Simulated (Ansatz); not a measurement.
The parent structure is PbF$_{2}$ in the fluorite structure (space group Fm-3m, No. 225; a = 5.8987 Å). Axes: x, y, z lie along the cube axes.

Calculations: Ansatz (a program for electronic structure), PBEsol, PAW, cutoff 420 eV, no spin-orbit coupling.

Before the change:

```
Item                               Result
-----------------------------  ----------
Shortest interatomic distance  4.827 bohr
```

It is then changed as follows: uniaxial strain ε_zz = +2.50 %, all other strain components held at zero; the atoms relax in the strained cell.

### Question
What happens to the shortest interatomic distance and energy relative to the base?

### Answer
The shortest interatomic distance grows by 0.0406 bohr to 4.867 bohr; the energy grows by 3.6 meV/atom.

Stability against distortions was not tested.
